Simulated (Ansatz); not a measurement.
Start from KF in the rock salt structure (space group Fm-3m, No. 225; a = 5.307 Å).

Calculations: Kohn–Sham DFT with the PBEsol functional, run in Ansatz (a quantum-chemistry and plane-wave program) with PAW and 420 eV plane waves, no SOC.

Base values:

```
Item                    Value
-------------  --------------
Electron mass  0.54 mₑ (at Γ)
Band gap              6.15 eV
```

Now apply this change: an isotropic linear strain of −2.00 %, atoms relaxed at fixed cell.

What happens to the electron mass, energy relative to the base and band gap?

The electron mass changes from 0.54 mₑ (at Γ) to 0.53 mₑ (at Γ); the energy grows by 7.5 meV/atom; the band gap goes up by 0.32 eV (6.15 eV → 6.47 eV).

Masses are band curvatures over ±0.01 Å⁻¹ around the edge. Stability against distortions was not tested.
